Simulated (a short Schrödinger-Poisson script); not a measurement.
Stack: gated Al0.33Ga0.67As/GaAs modulation-doped gas, at 300 K.

```tsv
layer	material	thickness (nm)	Nd (cm⁻³)	Na (cm⁻³)
1	Al0.33Ga0.67As	15	-	-
2	Al0.33Ga0.67As	10	1.3e18	-
3	Al0.33Ga0.67As	2	-	-
4	GaAs	6000	-	9e15
```

The device is made up for the run: typed textbook-type constants, with dimensions and the other settings drawn at random. Al0.33Ga0.67As: permittivity 11.96, conduction-band edge (eV) 0.261, gap (eV) 1.836, electron mass (mₑ) 0.0944, Nv at 300 K (cm⁻³) 9e18. GaAs: permittivity 12.9, conduction-band edge (eV) 0, gap (eV) 1.424, Nv at 300 K (cm⁻³) 9e18.

Channel valleys (confinement mass, in-plane density-of-states mass, number): Γ 0.067, 0.067, 1. At the gate the conduction-band edge of layer 1 lies 1.01 eV − eVg above the Fermi level of the channel; the field vanishes at the back. The barrier under the gate holds no holes. Gaps are held at their typed values at every temperature. Mesh 0.08 nm at interfaces.

Solved with a short Schrödinger-Poisson script written for these runs: 1D Poisson equation in equilibrium, electrons quantum, Hartree (BenDaniel-Duke, 40 states a valley, the channel's in-plane mass for all, wave functions free to enter the barrier), parabolic valleys, classical holes, full ionisation, no traps, pinning or gate leakage.

The same stack at other levels of the model or other numerical settings:

```tsv
run	sheet density of all electrons at Vg = 0.5 V (cm⁻²)	capacitance at Vg = 0.5 V (μF/cm²)	centroid of the channel electrons at Vg = 0.5 V (nm)	rough cost against the base
base	3.67e10	0.145	7.05	about 1
electrons treated as classical, Boltzmann	?	0.175	4.73	0.03
electrons treated as classical, Fermi-Dirac	4.88e10	0.169	4.83	0.2
electrons treated as quantum, Hartree plus LDA exchange-correlation	?	?	6.93	about 1
mesh six times as coarse	3.68e10	0.145	7.04	0.3
one subband a valley	3.19e10	0.135	5.61	0.2
```

### Question
What belongs in the gaps?

### Answer

- electrons treated as classical, Boltzmann, sheet density of all electrons at Vg = 0.5 V (cm⁻²): 4.99e10
- electrons treated as quantum, Hartree plus LDA exchange-correlation, capacitance at Vg = 0.5 V (μF/cm²): 0.155
- electrons treated as quantum, Hartree plus LDA exchange-correlation, sheet density of all electrons at Vg = 0.5 V (cm⁻²): 4.02e10

The classical rows ignore confinement, and Boltzmann statistics overrate the density once the band edge passes the Fermi level.
